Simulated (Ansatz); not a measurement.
Cubic perovskite CsPbCl3 (cubic high-temperature phase) was calculated with r²SCAN (plane waves, PAW; Ansatz, a quantum-chemistry and plane-wave program).

Run with plane-wave cutoff 600 eV, 4×4×4 k mesh, finite displacements, scalar-relativistic PAW data made under PBE.

The cell has the measured lattice: a = b = c = 5.605 Å, α = β = γ = 90.00°.

Q: Estimate the electronic dielectric constant ε∞ and static dielectric constant that the calculation returns.

A: 
- electronic dielectric constant ε∞: 3.66
- static dielectric constant: 42.2

Note: held by symmetry at 0 K, a high-temperature phase can be a saddle point; the cell isn't this level's own, so it is under some stress, which shifts stiffness and frequencies.

Spin–orbit coupling is not included; it can shift volumes and moduli of such heavy elements.

Computing time: around 9 core-minutes (rough).
